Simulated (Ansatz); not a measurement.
# wurtzite GaN (P6_3mc), uniaxial stress along c: does the functional matter?

```xyz
4
Lattice="3.1826 0.0000 0.0000 -1.5913 2.7562 0.0000 0.0000 0.0000 5.1854" Properties=species:S:1:pos:R:3 pbc="T T T"
Ga     0.0000     1.8375    -0.0042
Ga     1.5913     0.9187     2.5885
N      0.0000     1.8375     1.9487
N      1.5913     0.9187     4.5414
```

Geometry: cell and atoms relaxed with PBEsol, then loaded (compression positive). Ansatz (an electronic-structure program) gave the bands at 2 levels on these cells. SOC is spin-orbit coupling.

```json
[
 {"Level": "PBE+SOC", "gap at -16.00 GPa (eV)": "1.462", "gap unloaded (eV)": "1.930", "gap at 16.00 GPa (eV)": "1.984"},
 {"Level": "r2SCAN+SOC", "gap at -16.00 GPa (eV)": "1.861", "gap unloaded (eV)": "2.348", "gap at 16.00 GPa (eV)": "2.402"}
]
```

Problem. Which carries over between levels, the gap or its change?

Solution. Changes against zero load: PBE+SOC -0.468 and 0.054 eV; r2SCAN+SOC -0.487 and 0.054 eV. The unloaded gaps spread over 0.418 eV and the shifts over 0.019 eV, so the levels agree better on the shift. Adding the shifts of PBE+SOC to the unloaded gap of r2SCAN+SOC gives 1.880 and 2.402 eV, against 1.861 and 2.402 eV computed. Rough cost of r2SCAN+SOC against PBE+SOC: within a factor of 2.

 Gaps are resolved to about 0.01 eV; the mean electron masses of the levels agree within half at each load. Every relaxation keeps the wurtzite phase, so a transition, a distortion that breaks the symmetry or fracture can't show.
